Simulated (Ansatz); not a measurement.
Worked example: self-consistent single point of Tc (P6_3/mmc, 2 atoms in the cell) in Ansatz (a first-principles code)

Level of theory: PBE (plane waves, PAW; Ansatz).

The input file:

Ansatz 0.2 input:
```yaml
# Tc
crystal:
  lattice:
    - [2.74314800, 0.00000000, 0.00000000]
    - [-1.37157400, 2.37563600, 0.00000000]
    - [0.00000000, 0.00000000, 4.40544800]
  atoms:
    - { symbol: Tc, position: [0.33333300, 0.66666700, 0.25000000] }
    - { symbol: Tc, position: [0.66666700, 0.33333300, 0.75000000] }
kpoints:
  mp_grid: { grid: [11, 11, 6] }
hamiltonian:
  xc: pbe
  pseudopotentials: { kind: paw }
scf:
  occupations: { method: fermi_dirac, width: 0.01 Ry }
output:
  forces: true
  eigenvalues: true
  stress: true
```

Output (repeated stretches shortened):

```
WARN the atoms were moved onto the symmetric positions of the space group found under crystal.symmetry.tolerance 1.0e-5 (fractional …
WARN basis.ecutwfc = 500 eV, the default
WARN ansatz: RAYON_NUM_THREADS=1 ignored (pool sized by the plan → 1); use --threads N
Pseudopotentials: kind: paw
Pseudopotential: Tc, paw, valence charge 15
Crystal: 2 atoms, lattice volume = 28.709 Å³
Basis set: ecut = 500 eV, 713 PW (Γ), exchange–correlation on 48×48×72 points (8 copies of the dense FFT grid, shifted against one another)
Bands: 19, of which v1, the nominal top of the filled ones, is band 15 counted from 1 (14 counted from 0)
Symmetry: 24 space group operations
Space group: P63/mmc (ITA 194), of the structure as read, at distance tolerance 3.1e-5 Å
k-points: 64 of 726
Initial density: superposition of atomic densities (chi_scale 0.1, normalization cell)
Initial wavefunctions: pseudopotential atomic-orbital guess
Eigensolver: davidson
Functional: x = pbe(κ = 0.804, μ = 0.2195149727645171), c = pbe(β = 0.06672455060314922)
SCF iter   1: F=—  HF=-10796.445197 eV  |F-HF|=—  |Δ(HF+E_count)|=         —  Δρ=5.47e-2  dr2=8.37e-1  ethr=3.10e-3  ⟨swp⟩=5.0  Hψ=4900  notcnv=0
all-band conjugate gradients solve this SCF's bands
preconditioner: auto → none
SCF iter   2: F=—  HF=-10796.226292 eV  |F-HF|=—  |Δ(HF+E_count)|=   2.19e-1  Δρ=2.85e-2  dr2=2.23e-1  ethr=2.79e-3  ⟨swp⟩=2.0  Hψ=1923  notcnv=0
SCF iter   3: F=—  HF=-10796.153411 eV  |F-HF|=—  |Δ(HF+E_count)|=   7.29e-2  Δρ=2.34e-3  dr2=7.67e-4  ethr=7.43e-4  ⟨swp⟩=3.0  Hψ=2430  notcnv=0
SCF iter   4: F=—  HF=-10796.153512 eV  |F-HF|=—  |Δ(HF+E_count)|=   1.01e-4  Δρ=1.93e-4  dr2=9.52e-6  ethr=2.56e-6  ⟨swp⟩=2.2  Hψ=2004  notcnv=0
SCF iter   5: F=—  HF=-10796.153509 eV  |F-HF|=—  |Δ(HF+E_count)|=   3.25e-6  Δρ=3.68e-5  dr2=2.30e-7  ethr=3.17e-8  ⟨swp⟩=2.4  Hψ=2026  notcnv=0
SCF iter   6: F=-10796.153509 eV  HF=-10796.153509 eV  |F-HF|=2.21e-9  |Δ(HF+E_count)|=   6.24e-8  Δρ=7.35e-6  dr2=6.00e-9  ethr=3.33e-10  ⟨swp⟩=4.2  Hψ=4273  notcnv=0
SCF 1 converged in 6 iterations: F = -10796.153509 eV  dr2 = 6.00e-9
SCF converged after 6 iterations
Free energy (F): -10796.153509 eV
Harris-Foulkes:  -10796.153509 eV  (|F-HF|=2.21e-9)
Internal energy: -10796.025115 eV  (E = F + TS)
E sigma→0 (E₀):  -10796.089312 eV
Entropy (-TS):   -0.128394 eV (-64.197 meV/atom)
Fermi energy:    22.290498 eV
--- Per-component energies (eV) ---
  E_band       = -98.956271
  E_kinetic    = 1247.636470
  E_local      = -2372.033563  (includes V_loc(G=0)·N_el)
  E_nonlocal   = 572.160116
  E_hartree    = 642.092381
  E_xc         = -479.222325
  E_vxc        = -590.238154  (∫ρ·V_xc dr)
  E_paw        = -6556.542833  (= ΣΔE_a)
  E_vpaw       = -240.664264  (= ΣTr[D̂ρ^β])
  E_aug_tail   = -0.000060  (compensation charges beyond the density's cutoff)
  E_ewald      = -3850.115302
  E_smearing   = -0.128394  (= −TS)
  E_closure    = -0.000000  (closes the sum)
  Σ components = -10796.153509   (vs F -10796.153509, Δ=0.00e0)
--- Forces (eV/Å), atoms counted from 1 ---
  atom   1  Tc    -0.00000000    -0.00000000     0.00000000
  atom   2  Tc    -0.00000000     0.00000000     0.00000000
  max |Σ_I F_I| component: 3.24e-17 eV/Å
--- Stress (GPa, compression-positive) ---
        2.663797       0.000000       0.000000
        0.000000       2.663797      -0.000000
        0.000000       0.000000       0.922596
  P = ⅓ Tr σ = 2.0834 GPa (20.834 kbar)
  The stress holds the Pulay correction. Without it, at fixed plane waves, as pw.x and ABINIT print it: P = 2.0793 GPa
--- Band table (eV; the first three rows and the last of 64) ---
  k-point 0: bands = ["-44.5083", "-44.2716", "-17.1184", "-16.0252", "-16.0252", "-15.8416", "-15.8416", "-15.8009", "14.9901", "16.8794", "20.7396", "20.7396", "20.7948", "21.4508", "21.4508", "22.1707", "22.1707", "23.9342", "24.8087"]
  k-point 1: bands = ["-44.4927", "-44.2878", "-17.0347", "-16.0130", "-16.0130", "-15.8942", "-15.8541", "-15.8541", "15.2908", "16.9677", "20.6100", "20.6100", "20.6400", "21.2791", "21.2791", "22.5510", "22.5510", "23.0931", "24.8170"]
  k-point 2: bands = ["-44.4500", "-44.3317", "-16.8029", "-16.1451", "-15.9797", "-15.9797", "-15.8879", "-15.8879", "16.0801", "17.1186", "20.3304", "20.5027", "20.5027", "20.9180", "20.9180", "21.4893", "23.3408", "23.3408", "24.6607"]
  k-point 63: bands = ["-44.2365", "-44.2365", "-16.8772", "-16.8772", "-16.5400", "-16.5400", "-16.0391", "-16.0391", "18.2491", "18.2491", "19.1775", "19.1775", "20.4974", "20.4974", "22.2805", "22.2805", "24.9417", "24.9417", "30.9641"]
```

The run converged in 6 iterations.

The starting cell comes from a database of computed structures (which also holds hypothetical and non-ambient phases and stackings), without a prior relaxation at this level. Its lattice was rescaled by a random factor within 2.5 % of one. Spin polarisation is off. Ansatz's pressure includes its estimate of the finite-basis (Pulay) stress.
